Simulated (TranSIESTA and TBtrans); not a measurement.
Device: naphthalene-2,6-diyl held by thiolate S between the apex atoms of two Al(100) rods. Leads: fcc Al rod along [100], layers of 5 and 4 atoms, a = 4.04 Å. Geometry: as built, not relaxed. Transport runs along z; the first 18 and the last 18 of the 87 atoms are the lead cells, repeated to infinity.

```xyz
87
Lattice="14.213 0.000 0.000 0.000 14.213 0.000 0.000 0.000 42.202" Properties=species:S:1:pos:R:3 pbc="F F T"
Al     7.107     7.107     0.000
Al     9.963     7.107     0.000
Al     7.107     9.963     0.000
Al     4.250     7.107     0.000
Al     7.107     4.250     0.000
Al     8.535     8.535     2.020
Al     5.678     8.535     2.020
Al     8.535     5.678     2.020
Al     5.678     5.678     2.020
Al     7.107     7.107     4.040
Al     9.963     7.107     4.040
Al     7.107     9.963     4.040
Al     4.250     7.107     4.040
Al     7.107     4.250     4.040
Al     8.535     8.535     6.060
Al     5.678     8.535     6.060
Al     8.535     5.678     6.060
Al     5.678     5.678     6.060
Al     7.107     7.107     8.080
Al     9.963     7.107     8.080
Al     7.107     9.963     8.080
Al     4.250     7.107     8.080
Al     7.107     4.250     8.080
Al     8.535     8.535    10.100
Al     5.678     8.535    10.100
Al     8.535     5.678    10.100
Al     5.678     5.678    10.100
Al     7.107     7.107    12.120
Al     9.963     7.107    12.120
Al     7.107     9.963    12.120
Al     4.250     7.107    12.120
Al     7.107     4.250    12.120
Al     8.535     8.535    14.140
Al     5.678     8.535    14.140
Al     8.535     5.678    14.140
Al     5.678     5.678    14.140
Al     7.107     7.107    16.160
S      9.101     7.103    17.306
C      8.277     6.853    18.875
C      8.040     5.555    19.340
C      7.397     5.351    20.564
C      6.986     6.449    21.336
C      6.340     6.258    22.567
C      5.936     7.361    23.327
S      5.112     7.111    24.897
C      6.174     8.659    22.863
C      6.816     8.862    21.638
C      7.227     7.764    20.867
C      7.873     7.956    19.636
H      8.352     4.701    18.752
H      7.221     4.339    20.907
H      6.151     5.256    22.936
H      5.861     9.513    23.451
H      6.992     9.875    21.295
H      8.062     8.957    19.267
Al     7.107     7.107    26.042
Al     8.535     8.535    28.062
Al     5.678     8.535    28.062
Al     8.535     5.678    28.062
Al     5.678     5.678    28.062
Al     7.107     7.107    30.082
Al     9.963     7.107    30.082
Al     7.107     9.963    30.082
Al     4.250     7.107    30.082
Al     7.107     4.250    30.082
Al     8.535     8.535    32.102
Al     5.678     8.535    32.102
Al     8.535     5.678    32.102
Al     5.678     5.678    32.102
Al     7.107     7.107    34.122
Al     9.963     7.107    34.122
Al     7.107     9.963    34.122
Al     4.250     7.107    34.122
Al     7.107     4.250    34.122
Al     8.535     8.535    36.142
Al     5.678     8.535    36.142
Al     8.535     5.678    36.142
Al     5.678     5.678    36.142
Al     7.107     7.107    38.162
Al     9.963     7.107    38.162
Al     7.107     9.963    38.162
Al     4.250     7.107    38.162
Al     7.107     4.250    38.162
Al     8.535     8.535    40.182
Al     5.678     8.535    40.182
Al     8.535     5.678    40.182
Al     5.678     5.678    40.182
```

Run with TranSIESTA and TBtrans (open boundaries, self-consistent; PseudoDojo norm-conserving potentials, scalar-relativistic): PAO.BasisSize SZP, PAO.EnergyShift 0.15 eV, XC.Authors PBE, Mesh.Cutoff 150 Ry, ElectronicTemperature 300 K, TS.Voltage 0.0 eV, TBT.Elecs.Eta 0.001 eV, no spin polarisation.

Energies count from the leads' Fermi level. Transmissions are for one spin of a degenerate pair. The energy step is 0.02 eV; narrower resonances are cut or missed.

| E (eV) | T |
|---|---|
| -0.20 | 0.00128 |
| -0.16 | 0.00128 |
| -0.12 | 0.00145 |
| -0.08 | 0.00185 |
| -0.04 | 0.00261 |
| 0.00 | 0.00399 |
| 0.04 | 0.00836 |
| 0.08 | 0.0117 |
| 0.12 | 0.0139 |
| 0.16 | 0.0161 |
| 0.20 | 0.0186 |

Question: Give the zero-bias conductance in μS and the resistance at 300 K.

Answer: At the Fermi level T = 0.00399. Averaged with −∂f/∂E over the full grid (kT = 25.9 meV) it is 0.00507, well away from the value at one energy, as T changes fast within a few kT. With G0 = 2e²/h = 77.48 μS, G = 0.393 μS and R = 1/G = 2540 kΩ.

Question: Estimate the thermopower by Mott's formula S = −(π²/3)(kB²T/e) d ln T/dE from the rows at -0.04 and 0.04 eV.

Answer: d ln T/dE = 14.6 eV⁻¹ and (π²/3) kB²T/e = 7.33 μV/K · eV, so S = -110 μV/K; the full integral gives -87 μV/K. A negative sign means that T rises with energy over the thermal window.

Question: Estimate the current at 0.3 V in linear response, and compare with the self-consistent run.

Answer: I = G V = 0.393 μS × 0.3 V = 0.118 μA; the self-consistent run gives 0.122 μA, 1.03 of it. Linear response leaves out the change of T over the bias window and the shift of levels under bias.

The leads' channel count changes near 0.03 eV, within the thermal window, so values at the Fermi level hang on where that band edge falls. Semilocal functionals put molecular levels too close to the Fermi level and tend to overestimate such conductances.
